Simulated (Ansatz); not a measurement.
A 16-atom cell of (Cd,Be)Te started in the zinc blende structure, site fractions Cd 0.750, Be 0.250, short-range order -0.11 among the nearest mixed sites (0 is random, a negative value favours unlike neighbours), space group Amm2 at the end, an ordered arrangement that its symmetry holds. The mixed sublattice has 8 sites.

The mixing enthalpy is taken against the end members in the zinc blende type, relaxed in the same cell and mesh.

All values below come from PBE (plane waves to 420 eV, PAW; Ansatz, a quantum-chemistry and plane-wave program). Spin–orbit coupling is left out; with elements this heavy it can move edges by tenths of an eV. Its k-point mesh 4×4×4, Fermi–Dirac width 0.01 eV.

```csv
cell,energy at zero smearing (eV)
CdTe,-121882.709
BeTe,-56587.558
BeCd3Te4,-105557.982
```

Question: Work out the mixing enthalpy per mixed site and the interaction parameter Ω of a regular solution.

Answer: With x = 2/8 of the second end member, ΔH = [-105557.982 − 6/8 × (-121882.709) − 2/8 × (-56587.558)] / 8 = 117.4 meV against the separate end members. Ω = ΔH / x(1 − x) = 626 meV.
